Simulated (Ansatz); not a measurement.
System: GaN (model structure, started from the MgO type, Pm-3n, No. 223, 12 atoms in the cell). Method: r²SCAN (PAW; Ansatz, a first-principles code).

Input:

Ansatz 0.2 input:
```yaml
crystal:
  lattice:
    - [5.5130461498, 0.0, 0.0]
    - [0.0, 5.5130461498, 0.0]
    - [0.0, 0.0, 5.5130461498]
  atoms:
    - { symbol: Ga, position: [0.25, 0.0, 0.5] }
    - { symbol: Ga, position: [0.75, 0.0, 0.5] }
    - { symbol: Ga, position: [0.5, 0.75, 0.0] }
    - { symbol: Ga, position: [0.5, 0.25, 0.0] }
    - { symbol: Ga, position: [0.0, 0.5, 0.75] }
    - { symbol: Ga, position: [0.0, 0.5, 0.25] }
    - { symbol: N, position: [0.25, 0.5, 0.0] }
    - { symbol: N, position: [0.75, 0.5, 0.0] }
    - { symbol: N, position: [0.0, 0.75, 0.5] }
    - { symbol: N, position: [0.0, 0.25, 0.5] }
    - { symbol: N, position: [0.5, 0.0, 0.75] }
    - { symbol: N, position: [0.5, 0.0, 0.25] }
basis:
  ecutwfc: 560
  ecutrho_ratio: 4
  xc_grid: 3
kpoints:
  mp_grid: { grid: [6, 6, 6] }
  band_path:
    path:
      - [0.0, 0.0, 0.0]
      - [0.0, 0.1, 0.0]
      - [0.0, 0.2, 0.0]
      - [0.0, 0.3, 0.0]
      - [0.0, 0.4, 0.0]
      - [0.0, 0.5, 0.0]
      - [0.1, 0.5, 0.0]
      - [0.2, 0.5, 0.0]
      - [0.3, 0.5, 0.0]
      - [0.4, 0.5, 0.0]
      - [0.5, 0.5, 0.0]
      - [0.428571, 0.428571, 0.0]
      - [0.357143, 0.357143, 0.0]
      - [0.285714, 0.285714, 0.0]
      - [0.214286, 0.214286, 0.0]
      - [0.142857, 0.142857, 0.0]
      - [0.071429, 0.071429, 0.0]
      - [0.055556, 0.055556, 0.055556]
      - [0.111111, 0.111111, 0.111111]
      - [0.166667, 0.166667, 0.166667]
      - [0.222222, 0.222222, 0.222222]
      - [0.277778, 0.277778, 0.277778]
      - [0.333333, 0.333333, 0.333333]
      - [0.388889, 0.388889, 0.388889]
      - [0.444444, 0.444444, 0.444444]
      - [0.5, 0.5, 0.5]
      - [0.428571, 0.5, 0.428571]
      - [0.357143, 0.5, 0.357143]
      - [0.285714, 0.5, 0.285714]
      - [0.214286, 0.5, 0.214286]
      - [0.142857, 0.5, 0.142857]
      - [0.071429, 0.5, 0.071429]
      - [0.5, 0.5, 0.4]
      - [0.5, 0.5, 0.3]
      - [0.5, 0.5, 0.2]
      - [0.5, 0.5, 0.1]
    npoints: 1
hamiltonian:
  xc: r2scan
  dispersion: none
  pseudopotentials: { kind: paw }
scf:
  occupations: { method: fermi_dirac, width: 0.01 }
  convergence: { dr2_threshold: 0.0000000012 }
output:
  forces: true
  stress: true
  eigenvalues: true
  write_bands: true
```

Question: How many irreducible k-points, plane waves at Γ does the program set up, and what pressure does the run end with?

Answer: 20 irreducible k-points, 5041 plane waves at Γ; P = -0.33 GPa, so the cell is stretched on average and its volume would shrink at this level.

The run printed, among other lines:

```
Crystal: 12 atoms, lattice volume = 167.562 Å³
Basis set: ecut = 560 eV, 5041 PW (Γ), exchange–correlation on 135×135×135 points (27 copies of the dense FFT grid, shifted against one another)
Bands: 66, of which v1, the nominal top of the filled ones, is band 54 counted from 1 (53 counted from 0)
Symmetry: 48 space group operations
Space group: Pm-3n (ITA 223), of the structure as read, at distance tolerance 5.5e-5 Å
k-points: 20 of 216
Functional: x = r2scan, c = r2scan; τ floored in thin density (d = 2e-4 eV/Å³)
SCF iter   1: F=—  HF=-25056.091630 eV  |F-HF|=—  |Δ(HF+E_count)|=         —  Δρ=1.05e-2  dr2=9.23e-2  dr2_τ=5.76e-1
SCF iter   2: F=—  HF=-25056.273649 eV  |F-HF|=—  |Δ(HF+E_count)|=   1.82e-1  Δρ=5.03e-3  dr2=3.25e-2  dr2_τ=7.55e-4
  ...
SCF iter   8: F=—  HF=-25056.272030 eV  |F-HF|=—  |Δ(HF+E_count)|=   5.42e-5  Δρ=7.45e-6  dr2=8.34e-8  dr2_τ=4.04e-10
SCF iter   9: F=-25056.272030 eV  HF=-25056.272030 eV  |F-HF|=4.37e-11  |Δ(HF+E_count)|=   3.00e-8  Δρ=8.05e-7  dr2=9.82e-10  dr2_τ=1.53e-11
SCF 1 converged in 9 iterations: F = -25056.272030 eV  dr2 = 9.82e-10
SCF converged after 9 iterations
Free energy (F): -25056.272030 eV
Internal energy: -25056.272030 eV  (E = F + TS)
E sigma→0 (E₀):  -25056.272030 eV
Fermi energy:    7.850561 eV
--- Stress (GPa, compression-positive) ---
       -0.334010       0.000000       0.000000
        0.000000      -0.334010       0.000000
        0.000000       0.000000      -0.334010
  P = ⅓ Tr σ = -0.3340 GPa (-3.340 kbar)
```

The PAW data were made under PBE.

Note: the relaxation could raise the start's symmetry but not lower it, so the cell can be a saddle point. Note: cell and atoms aren't relaxed at this level (pressure -0.3 GPa).

The result took about 60 core-seconds (a rough figure).

A model structure was made by putting elements into a prototype or built by hand; it is no filed structure, need not be a known phase, and can be a saddle point held by its symmetry.
